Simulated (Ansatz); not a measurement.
```
MgO
1.0
    5.53612     0.00000     0.00000
    0.00000     5.53612     0.00000
    0.00000     0.00000     5.53612
Mg O
6 6
Direct
  0.25000   0.00000   0.50000
  0.75000   0.00000   0.50000
  0.50000   0.75000   0.00000
  0.50000   0.25000   0.00000
  0.00000   0.50000   0.75000
  0.00000   0.50000   0.25000
  0.25000   0.50000   0.00000
  0.75000   0.50000   0.00000
  0.00000   0.75000   0.50000
  0.00000   0.25000   0.50000
  0.50000   0.00000   0.75000
  0.50000   0.00000   0.25000
```

No spin polarisation.

The values are results of Kohn–Sham DFT with the PBEsol functional, run in Ansatz (an electronic-structure program) with PAW and 420 eV plane waves, without spin-orbit coupling, not measurements. k-mesh 5×5×5 (Γ-centred); smearing 0.05 eV (Fermi–Dirac).

Q: What band gap does the calculation give?

A: 2.90 eV.

Q: Predict the width of the top valence band.

A: 0.87 eV.

Q: Predict the gap character.

A: Direct at Γ.

Q: What electron mass does the calculation give?

A: 0.40 mₑ (at Γ).

Load acts through the strain it causes; cell and atoms are relaxed under it. Masses are band curvatures over ±0.01 Å⁻¹ around the edge. Stability against distortions was not tested. The cell was made from MgO (space group Pm-3n, No. 223; a cell from a computed database, its experimental status unchecked) by this change: pressure 3 GPa. This is not the structure that MgO has at room temperature and ambient pressure.
